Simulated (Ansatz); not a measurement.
The cell is built on a prototype and need not be the phase stable at ambient conditions.

By PBEsol, the system below comes out a metal.

Without scattering a metal conducts by its projected Fermi surface.

Given:

```yaml
crystal:
  lattice:
    - [4.12340, 0.00000, 0.00000]
    - [-2.06170, 3.57097, 0.00000]
    - [2.06170, 1.19032, 1.68337]
  atoms:
    - { symbol: Ru, position: [0.00000, 0.00000, 0.00000] }
    - { symbol: P, position: [0.00000, 0.50000, 0.50000] }
```

Space group of this cell: Pm-3m, CsCl type. The cell was relaxed by PBE-D3(BJ).

The current flows along the normal of the first two printed cell vectors. No spin-orbit coupling; the value is a mean over 0.1 eV about the Fermi level.

Problem. Give the ballistic conductance per area that PBEsol in Ansatz (an electronic-structure program) yields.

Solution. 1.4 × 10¹⁵ S/m² for both spins.
